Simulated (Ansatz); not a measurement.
Functionals compared on a constructed model of the (111) surface of fcc Cu, a pseudomorphic layer of Zn in the host's stacking (bottom of the slab: a bare face, its two planes held), in Ansatz (plane waves, PAW). The structure was relaxed with PBE; the other rows are single points on it. Cutoff 420 eV (500 eV for r2SCAN).

Model: 7-atom slab, 12.7 Å thick at the start with caps and adatoms (thin: gaps and levels are the slab's own), 17x17x1 mesh, Fermi-Dirac 0.1 eV, dipole correction, 2 atoms held, the rest relaxed; start symmetry kept, larger cells not searched; no spin, no spin-orbit, no U. In PBE it is, or lies within 0.01 eV a 1x1 cell of, the lowest of the 2 structures of its composition computed so far; subsurface sites and larger cells were not tried. These notes are the PBE run's.

```csv
functional,work function of the top face (eV),rough cost of the single point
PBE,4.42,–
RPBE,4.28,around 24 core-seconds (rough)
r2SCAN,4.54,about 60 core-seconds (a rough figure)
```

Ansatz is an electronic-structure program.
